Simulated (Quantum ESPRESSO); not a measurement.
Input and output of a self-consistent single point for Hf2S (P6_3/mmc, 6 atoms in the cell) (Quantum ESPRESSO).

Method: LDA (PW92), PseudoDojo standard norm-conserving (LDA) pseudopotentials (plane waves; Quantum ESPRESSO).

The change in words: lattice scaled by 0.98. Reference geometry:
```
CELL_PARAMETERS angstrom
      3.32366     0.00000     0.00000
     -1.66183     2.87837     0.00000
      0.00000     0.00000    11.54165
ATOMIC_POSITIONS crystal
  Hf 0.66667 0.33333 0.89981
  Hf 0.33333 0.66667 0.10019
  Hf 0.33333 0.66667 0.39981
  Hf 0.66667 0.33333 0.60019
  S  0.00000 0.00000 0.75000
  S  0.00000 0.00000 0.25000
```

Reference input (self-consistent single point, DFT, LDA (PW92), plane waves, PseudoDojo standard norm-conserving (LDA) pseudopotentials): ecutwfc = 60 Ry; occupations = smearing; smearing = fermi-dirac; degauss = 0.0036749 Ry; potentials = {Hf: Hf.upf, S: S.upf}; K_POINTS = automatic 8 8 2 0 0 0; conv_thr = 1e-09 Ry; mixing_beta = 0.4. This run's input differs from it in these lines:

```diff
@@ -10,4 +10,4 @@
    ibrav = 4
-   celldm(1) = 6.280800086
-   celldm(3) = 3.47257599962
+   celldm(1) = 6.155184656
+   celldm(3) = 3.47257567099
    nat = 6
@@ -27,8 +27,8 @@
 ATOMIC_POSITIONS {alat}
-Hf    0.500000000    0.288675135    3.124658610
-Hf    0.000000000    0.577350269    0.347917389
-Hf    0.000000000    0.577350269    1.388370610
-Hf    0.500000000    0.288675135    2.084205389
-S     0.000000000    0.000000000    2.604432000
-S     0.000000000    0.000000000    0.868144000
+Hf    0.500000000    0.288675135    3.124658314
+Hf    0.000000000    0.577350269    0.347917356
+Hf    0.000000000    0.577350269    1.388370479
+Hf    0.500000000    0.288675135    2.084205192
+S     0.000000000    0.000000000    2.604431753
+S     0.000000000    0.000000000    0.868143918
 K_POINTS {automatic}
```

Output (repeated stretches shortened):

```
     Self-consistent Calculation

     iteration #  1     ecut=    60.00 Ry     beta= 0.40

     Threshold (ethr) on eigenvalues was too large:
     Diagonalizing with lowered threshold

     total energy              =    -496.27766348 Ry
     estimated scf accuracy    <       0.19018888 Ry

     iteration #  2     ecut=    60.00 Ry     beta= 0.40

     total energy              =    -496.30105381 Ry
     estimated scf accuracy    <       0.03578852 Ry

     iteration #  3     ecut=    60.00 Ry     beta= 0.40

     total energy              =    -496.30391681 Ry
     estimated scf accuracy    <       0.00734001 Ry

   [... 9 blocks of this kind left out ...]

     iteration # 13     ecut=    60.00 Ry     beta= 0.40

     total energy              =    -496.30470318 Ry
     estimated scf accuracy    <          3.0E-09 Ry

     iteration # 14     ecut=    60.00 Ry     beta= 0.40
     End of self-consistent calculation

     the Fermi energy is    15.7812 ev

!    total energy              =    -496.30470318 Ry
     estimated scf accuracy    <          6.7E-11 Ry
     smearing contrib. (-TS)   =      -0.00151497 Ry
     internal energy E=F+TS    =    -496.30318820 Ry

     convergence has been achieved in  14 iterations

     Forces acting on atoms (cartesian axes, Ry/au):

     atom    1 type  1   force =    -0.00000000   -0.00000000   -0.00657386
     atom    2 type  1   force =     0.00000000    0.00000000    0.00657386
     atom    3 type  1   force =     0.00000000   -0.00000000   -0.00657386
     atom    4 type  1   force =     0.00000000    0.00000000    0.00657386
     atom    5 type  2   force =     0.00000000    0.00000000    0.00000000
     atom    6 type  2   force =     0.00000000    0.00000000    0.00000000

     Total force =     0.013148     Total SCF correction =     0.000049

          total   stress  (Ry/bohr**3)                   (kbar)     P=       88.31
   0.00052801  -0.00000000  -0.00000000           77.67       -0.00       -0.00
  -0.00000000   0.00052801  -0.00000000           -0.00       77.67       -0.00
  -0.00000000  -0.00000000   0.00074494           -0.00       -0.00      109.58

   JOB DONE.
```

The run converged in 14 iterations. Against the reference run the free energy goes up by 23.7 meV/atom, the pressure goes from -1.33 to 8.83 GPa and the largest force goes from 0.176 to 0.169 eV/Å.

The starting cell comes from a database of computed structures (which also holds hypothetical and non-ambient phases and stackings), without a prior relaxation at this level. Its lattice was rescaled by a random factor within 2.5 % of one. For this run, on top of that: lattice scaled by 0.98. With a pressure of about 9 GPa the cell is away from its equilibrium volume at this level.

Cost on one core of a shared machine: roughly 3 min.
